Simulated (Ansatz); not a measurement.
The reference is SiO2 in the CdI2 type structure (space group P-3m1, No. 164; a = 2.670 Å, c = 4.509 Å; a hypothetical phase, not in the database extracts checked; layered, stacked along the Cartesian z axis).

Levels (all Ansatz, a first-principles code, PAW): PBEsol-D3(BJ) (420 eV, spin-orbit coupling left out); HSE06+SOC (420 eV, with spin-orbit coupling).

The geometry is relaxed with PBEsol-D3(BJ).

- PBEsol-D3(BJ) band gap: 6.28 eV

With HSE06+SOC at the same geometry, the band gap rises by 2.07 eV to 8.35 eV.

Single points use the geometry relaxed with PBEsol-D3(BJ). HSE06 was sampled on its mesh, a few special points and the semilocal edge points, so its gap is an upper bound. Differences between runs with and without spin-orbit coupling are approximate. No phonon test of stability was made.
